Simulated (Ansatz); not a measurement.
Model glasses of amorphous Ga2O3, 62 to 65 atoms (Ga24O36 before any change). Each row is one cell at a composition chosen by hand, melted whole on the CHGNet potential with the anions pushed apart under 1.9 Å, quenched within some picoseconds, far faster than a real film, and relaxed with PBE, scalar-relativistic without spin-orbit coupling (plane waves to 420 eV, PAW; Ansatz, a first-principles code). Each is the lower in DFT energy of 2 quenches. Cycles of charging and discharging were tried on the cells ahead of these points, and a cell that came back lower was taken. The column on the box says what of it was relaxed with the atoms; held means as the quench left it. Cells that kept moments or hold spare charge are left out.

At the relaxed places, the spacing of the highest filled and the lowest empty level was computed at the zone centre with PBE and with HSE06, without spin polarisation. A level counts as spread where PBE shares it among more than a fifth of the atoms; else the element of the atom with the largest weight is named. Formal charges balance in every cell (each cation at its usual highest valence, Cu and Ag at +1, Sb at +3, H at +1, O at −2, N at −3, F and Cl at −1). Exact exchange is cut at the faces of these small cells, which leaves the hybrid a finite-size error. Where a level is localised, the spacing isn't the band gap.

| cell | change | box | highest filled on | lowest empty on | spacing, PBE (eV) | spacing, HSE06 (eV) |
|---|---|---|---|---|---|---|
| Ga24O39B2 | +2 B, +3 O | shape | O | spread | 1.00 | 2.66 |
| Ga24O37Li2 | +2 Li, +1 O | shape | O | spread | 1.32 | 3.01 |
| Ga24O37Na2 | +2 Na, +1 O | shape | O | spread | 1.51 | 3.20 |
| Ga24O39In2 | +2 In, +3 O | volume and shape | O | spread | 1.59 | 3.26 |
| Ga24O38Si | +2 O, +1 Si | volume | O | spread | 1.62 | 3.33 |
| Ga24O39La2 | +2 La, +3 O | shape | O | spread | 1.76 | withheld |
| Ga24O37Be | +1 Be, +1 O | shape | O | spread | 1.92 | 3.59 |
| Ga24O38Hf | +1 Hf, +2 O | shape | O | spread | 2.03 | 3.73 |

Task: Fit a straight line of the last column on the one before it through the 7 full rows, and predict the withheld value for Ga24O39La2.

Result: Means: x = 1.570, y = 3.254. Slope = Σ(Δx Δy) / Σ(Δx²) = 0.7433 / 0.7280 = 1.021; intercept = 3.254 − (1.021) × 1.570 = 1.651 eV; r.m.s. residual 0.015 eV. Prediction: 1.651 + (1.021) × 1.76 = 3.45 eV. The run gave 3.45 eV, a miss of 0.00 eV, within the residual.
